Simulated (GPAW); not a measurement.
Input and output of a self-consistent single point for Zr₂Al (I4/mcm, 6 atoms in the cell) (GPAW).

Level of theory: LDA (Perdew-Wang 92), GPAW PAW datasets LDA (gpaw-data 1.0.1) (plane waves; GPAW).

```
CELL_PARAMETERS angstrom
     -3.40325     3.40325     2.67265
      3.40325    -3.40325     2.67265
      3.40325     3.40325    -2.67265
ATOMIC_POSITIONS crystal
  Zr 0.34860 0.15140 0.50000
  Zr 0.65140 0.84860 0.50000
  Zr 0.15140 0.65140 0.80280
  Zr 0.84860 0.34860 0.19720
  Al 0.25000 0.25000 0.00000
  Al 0.75000 0.75000 0.00000
```

Reference input (self-consistent single point, DFT PBEsol, plane waves, GPAW PAW datasets PBEsol (made by gpaw-setup)): mode = pw; ecut = 550 eV; xc = PBEsol; kpts = 5 5 5; mesh shift (steps) = 0 0 0; occupations.name = methfessel-paxton; occupations.width = 0.1 eV; occupations.order = 0; nbands = -10; convergence.density = 1e-05 e/electron; symmetry.symmorphic = false; symmetry.tolerance = 0.0005. This run's input differs from it in these lines:

```diff
@@ -17,3 +17,3 @@
 calc = GPAW(mode=PW(550),
-            xc='PBEsol',
+            xc='LDA',
             kpts=(5, 5, 5),
```

Its files differ too (potentials: GPAW PAW datasets LDA (gpaw-data 1.0.1)).

Log, with long lists cut:

```
     iter     time        total  log10-change:
                         energy   eigst   dens
iter:   1 --:--:--   -43.645569
iter:   2 --:--:--   -43.570937   -0.50  -1.28
iter:   3 --:--:--   -43.122962   -0.40  -1.31
iter:   4 --:--:--   -42.992820   -1.97  -1.70
iter:   5 --:--:--   -43.015154   -1.37  -1.72
iter:   6 --:--:--   -43.070583   -1.26  -1.76
iter:   7 --:--:--   -43.016690   -2.80  -2.04
iter:   8 --:--:--   -42.956470   -2.04  -2.14
iter:   9 --:--:--   -42.963559   -3.82  -2.77
iter:  10 --:--:--   -42.955896c  -2.80  -2.57
iter:  11 --:--:--   -42.956179c  -3.58  -3.42
iter:  12 --:--:--   -42.956091c  -5.00  -3.50
iter:  13 --:--:--   -42.956249c  -4.69  -3.57
iter:  14 --:--:--   -42.956085c  -5.07  -3.37
   [... 2 lines left out ...]
iter:  17 --:--:--   -42.956061c  -5.42  -3.82
iter:  18 --:--:--   -42.956052c  -6.32  -4.05
iter:  19 --:--:--   -42.956052c  -6.00  -4.46
iter:  20 --:--:--   -42.956052c  -6.32  -4.40
iter:  21 --:--:--   -42.956051c  -7.89c -4.63
iter:  22 --:--:--   -42.956051c  -6.75  -4.88
iter:  23 --:--:--   -42.956051c  -7.67c -4.69
iter:  24 --:--:--   -42.956051c  -9.10c -5.09c
Converged after 24 iterations.

Dipole moment: (-0.000000, 0.000000, -0.000000) |e|*Ang

Energy contributions relative to reference atoms: (reference = -404303.093397)

Kinetic:        +21.539409
Potential:      -20.857095
External:        +0.000000
XC:             -45.108647
Entropy (-ST):   -0.036921
Local:           +1.488743
SIC:             +0.000000
--------------------------
Free energy:    -42.974512
Extrapolated:   -42.956051

Showing only first 2 kpts
 Kpt  Band  Eigenvalues  Occupancy
  0    25      7.59235    2.00000
  0    26      7.72271    1.99996
  0    27      7.72271    1.99996
  0    28      9.49541    0.00000

  1    25      7.49176    2.00000
  1    26      7.54219    2.00000
  1    27      7.93056    1.75958
  1    28      9.56407    0.00000

Fermi level: 8.01357

No gap
   [... lines left out ...]
  0 Zr   -0.02468    0.02468   -0.00000
  1 Zr    0.02468   -0.02468   -0.00000
  2 Zr   -0.02468   -0.02468   -0.00000
  3 Zr    0.02468    0.02468   -0.00000
  4 Al    0.00000    0.00000    0.00000
  5 Al   -0.00000    0.00000   -0.00000

Stress tensor:
     0.027498     0.000000     0.000000
     0.000000     0.027498     0.000000
     0.000000     0.000000     0.027435
Stress (GPa, Voigt): [4.4056 4.4056 4.3956 0.     0.     0.    ]
```

The run converged in 24 iterations. GPAW prints stress with tension positive. Against the reference run the pressure goes from -1.51 to -4.40 GPa and the largest force goes from 0.003 to 0.035 eV/Å.

The starting cell comes from a database of computed structures (which also holds hypothetical and non-ambient phases and stackings), without a prior relaxation at this level. Its lattice was rescaled by a random factor within 2.5 % of one. With a pressure of about -4 GPa the cell is away from its equilibrium volume at this level.

Cost on one core of a shared machine: roughly 40 s.
